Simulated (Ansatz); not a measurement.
We consider cubic perovskite SrVO3, described by PBE (Ansatz, an electronic-structure program, plane waves, PAW).

Numerical settings: plane-wave cutoff 520 eV, 18×18×18 k mesh, Fermi–Dirac smearing 0.04 eV (set by the program), no spin polarisation, scalar-relativistic PAW data made under PBE.

Computed at the level's own relaxed cell.

Elastic tensor (GPa, Voigt notation, ions relaxed):

```
  307.9   117.8   117.8     0.0     0.0     0.0
  117.8   307.9   117.8     0.0     0.0     0.0
  117.8   117.8   307.9     0.0     0.0     0.0
    0.0     0.0     0.0   115.1     0.0     0.0
    0.0     0.0     0.0     0.0   115.1     0.0
    0.0     0.0     0.0     0.0     0.0   115.1
```

Q: Work out the Voigt, Reuss and Hill averages of the bulk and shear moduli, Young's modulus and Poisson's ratio from the printed constants.

A: K_V = [C11 + C22 + C33 + 2(C12 + C13 + C23)]/9 = [923.7 + 2 × 353.4]/9 = 181.2 GPa. G_V = [923.7 − 353.4 + 3 × 345.3]/15 = 107.1 GPa. From the compliances S = C⁻¹, K_R = 181.2 and G_R = 106.1 GPa. Hill means: K = 181.2, G = 106.6 GPa. E = 9KG/(3K + G) = 267 GPa, ν = (3K − 2G)/(6K + 2G) = 0.25, K/G = 1.70.

Static lattice: no zero-point or thermal effects.
